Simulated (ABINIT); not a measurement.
A self-consistent single point of TiGa5Co (P4/mmm, 7 atoms in the cell) with ABINIT.

Level of theory: PBEsol, PAW (JTH v2.0 PBE PAW, files made for PBE) (plane waves; ABINIT).

```yaml
crystal:
  lattice:
    - [4.02856, 0.00000, 0.00000]
    - [0.00000, 4.02856, 0.00000]
    - [0.00000, 0.00000, 6.44181]
  atoms:
    - { symbol: Ti, position: [0.00000, 0.00000, 0.00000] }
    - { symbol: Ga, position: [0.00000, 0.50000, 0.29802] }
    - { symbol: Ga, position: [0.00000, 0.50000, 0.70198] }
    - { symbol: Ga, position: [0.50000, 0.00000, 0.29802] }
    - { symbol: Ga, position: [0.50000, 0.00000, 0.70198] }
    - { symbol: Ga, position: [0.50000, 0.50000, 0.00000] }
    - { symbol: Co, position: [0.00000, 0.00000, 0.50000] }
```

Reference input (self-consistent single point, DFT, LDA (PW92), plane waves, PAW (JTH v2.0 LDA PAW)): pseudos = [Ti.LDA_PW-JTH.xml, Ga.LDA_PW-JTH.xml, Co.LDA_PW-JTH.xml]; ecut = 30 Ha; pawecutdg = 60 Ha; pawxcdev = 0; occopt = 7; tsmear = 0.00367493 Ha; ngkpt = 5 5 3; nshiftk = 1; shiftk = 0 0 0; potentials = JTH v2.0 LDA PAW; nband = 59; kptopt = 1. This run's input differs from it in these lines:

```diff
@@ -1,4 +1,4 @@
-# TiGa5Co, JTH v2.0 LDA PAW
+# TiGa5Co, JTH v2.0 PBE PAW
 pp_dirpath "./"
-pseudos "Ti.LDA_PW-JTH.xml, Ga.LDA_PW-JTH.xml, Co.LDA_PW-JTH.xml"
+pseudos "Ti.GGA_PBE-JTH.xml, Ga.GGA_PBE-JTH.xml, Co.GGA_PBE-JTH.xml"
 acell 3*1.0 Angstrom
@@ -24,2 +24,3 @@
 pawxcdev 0
+ixc -116133
 occopt 7
```

Its files differ too (potentials: JTH v2.0 LDA PAW → JTH v2.0 PBE PAW).

Log, with long lists cut:

```
--- !BeginCycle
solver: {iscf: 17, nstep: 100, nline: 4, wfoptalg: 10, }
tolerances: {toldfe: 1.00E-09, }
...

     iter   Etot(hartree)      deltaE(h)  residm     nres2
 ETOT  1  -586.70848476666    -5.867E+02 3.254E+01 1.449E+02
 ETOT  2  -603.11606557647    -1.641E+01 4.644E-01 2.274E+03
 ETOT  3  -600.36685427801     2.749E+00 5.219E-01 1.066E+02
 ETOT  4  -600.43333802573    -6.648E-02 2.280E-01 1.477E+02
 ETOT  5  -600.34964969368     8.369E-02 3.938E-02 4.277E+01
   [... 9 lines left out ...]
 ETOT 15  -600.30898305396     2.199E-08 1.361E-04 2.013E-06
 ETOT 16  -600.30898308508    -3.112E-08 1.254E-04 1.190E-06
 ETOT 17  -600.30898308428     8.041E-10 7.942E-05 4.353E-07
 ETOT 18  -600.30898308431    -3.160E-11 7.978E-05 8.894E-07
 At SCF step   18, etot is converged :
  for the second time, diff in etot=  3.160E-11 < toldfe=  1.000E-09

 Cartesian components of stress tensor (hartree/bohr^3)
  sigma(1 1)=  4.14150617E-05  sigma(3 2)=  0.00000000E+00
  sigma(2 2)=  4.14150617E-05  sigma(3 1)=  0.00000000E+00
  sigma(3 3)=  3.38013423E-05  sigma(2 1)=  0.00000000E+00

 ----iterations are completed or convergence reached----

 reduced coordinates (array xred) for    7 atoms
       0.000000000000      0.000000000000      0.000000000000
       0.000000000000      0.500000000000      0.298020000000
       0.000000000000      0.500000000000      0.701980000000
       0.500000000000      0.000000000000      0.298020000000
       0.500000000000      0.000000000000      0.701980000000
       0.500000000000      0.500000000000      0.000000000000
   [... lines left out ...]
 Fermi (or HOMO) energy (eV) =   8.35357   Average Vxc (eV)= -11.03391
   [... lines left out ...]
'-kT*entropy'       : -1.08942057816854E-03
total_energy        : -6.00309033482623E+02
total_energy_eV     : -1.63352395447212E+04
...

-Cartesian components of stress tensor (GPa)         [Pressure= -1.1438E+00 GPa]
- sigma(1 1)=  1.21847298E+00  sigma(3 2)=  0.00000000E+00
- sigma(2 2)=  1.21847298E+00  sigma(3 1)=  0.00000000E+00
- sigma(3 3)=  9.94469656E-01  sigma(2 1)=  0.00000000E+00

 Calculation completed.
```

The run converged in 18 iterations. Against the reference run the pressure goes from -5.25 to -1.14 GPa and the largest force goes from 0.135 to 0.192 eV/Å.

The starting cell comes from a database of computed structures (which also holds hypothetical and non-ambient phases and stackings), without a prior relaxation at this level. Spin polarisation is off. The potentials were made for another functional than the one used.

Cost on one core of a shared machine: roughly 3 min.
